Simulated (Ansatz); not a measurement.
The starting structures come from a database of crystals and need not be the phases stable at ambient conditions.

 Where the default PAW files enter, the runs use the earlier of Ansatz's two default sets.

Inside the gap of an insulator the Bloch states are evanescent, with a wavenumber k + iκ along the transport direction.

```xyz
3
Lattice="6.2683 -0.0840 0.0000 -2.2890 6.2759 0.0000 -1.1445 3.1380 1.9285" Properties=species:S:1:pos:R:3 pbc="T T T"
Cd     0.0000     0.0000     0.0000
Cl     4.1509     1.5139     0.0000
Cl    -0.1716     4.6780     0.0000
```

Space group of this cell: R-3m. The cell was relaxed by PBE-D3(BJ); by PBEsol its mean pressure is -1.2 GPa.

Transport runs along the normal of the first two printed cell vectors, the (110) plane of the conventional cell.

No gap correction and no spin-orbit coupling; mid-gap values are interpolated between computed energies.

**Question.** Compute, with PBEsol in Ansatz (a program for electronic structure), the band gap and the smallest decay constant κ at mid-gap.

**Answer.** Gap 3.31 eV on a 16×16×16 mesh; κ = 0.295 1/Å, at the zone centre.
